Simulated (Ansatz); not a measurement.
Worked sum: formation energy of F_i in Cu (fcc, Fm-3m)

Subject: the formation energy of F_i in Cu (fcc, Fm-3m). Reaction: 64 Cu (fcc) + 1/2 F2 (gas) → cell A.

A: a supercell of 64 sites of Cu (fcc, Fm-3m) with F off the lattice sites (6 Cu at 2.08 Å); spin state with PBE: run without spin.

Ansatz (a quantum-chemistry and plane-wave program) with PAW potentials; structures come from PBE relaxations, nuclei static, no net charge. Ansatz runs with its default PAW set. Other levels take these structures. The lattices are those relaxed with PBE, so at other levels the solids can be strained, which adds to the spread. Larger cells are relaxed from a start prepared with the learned potential CHGNet, on a coarser mesh till forces fall under 0.03 eV/Å, which some starts already meet. A dispersion term (D3(BJ), or D4 for r2SCAN) was computed beside these levels and is taken off wherever the name lacks it. The PAW files were made for PBE and serve at the other functionals too. Space groups of crystals are read within 0.01 Å. The d electrons get no Hubbard U. Mesh and cell size may move defect energies by 0.1 eV or more. Cell A has symmetry Fm-3m within 0.02 Å and got no random move, so less symmetric positions, which may lie lower, weren't tried.

Total energies of the cells in eV, at zero smearing width. They compare only within one column; the weights balance every element.

```json
[
 {"cell": "A: Cu:F_i", "atoms": "65", "weight": "+1", "PBE": "-424816.28158", "RPBE": "-425149.84422"},
 {"cell": "Cu (fcc)", "atoms": "64", "weight": "−1", "PBE": "-424011.20562", "RPBE": "-424343.13038"},
 {"cell": "F2 (gas)", "atoms": "2", "weight": "−1/2", "PBE": "-1611.18697", "RPBE": "-1615.58667"}
]
```

PBE: (-424816.28158) − (-424011.20562) − 1/2 × (-1611.18697) = 0.518 eV.

RPBE: (-425149.84422) − (-424343.13038) − 1/2 × (-1615.58667) = 1.079 eV.
